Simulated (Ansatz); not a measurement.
## Ag under a change: pressure 4.5 GPa

Consider Ag in the fcc (Cu type) structure (space group Fm-3m, No. 225; a = 4.1486 Å).

The change: cell and atoms relaxed at a pressure of 4.5 GPa.

Calculations: PBE (Ansatz, a program for electronic structure, PAW, without spin-orbit coupling). Settings: 19×19×19 k-points, 0.05 eV Fermi–Dirac smearing.

| quantity | base | changed | shift |
|---|---|---|---|
| density | 10.03 g/cm³ | 10.49 g/cm³ | +0.452 g/cm³ |
| shortest interatomic distance | 2.933 Å | 2.891 Å | -0.0427 Å |
| enthalpy H = E + PV relative to the base's energy | – | +0.49 eV/atom | – |
| band gap | zero | zero | – |

Final structure:

```
Ag
1.0
    0.00000     2.04407     2.04407
    2.04407     0.00000     2.04407
    2.04407     2.04407     0.00000
Ag
1
Direct
  0.00000   0.00000   0.00000
```

Cost of the whole job for the changed cell (relaxation, final SCF and bands): roughly 10 core-seconds.

Load acts through the strain it causes; cell and atoms are relaxed under it. Stability against distortions was not tested.
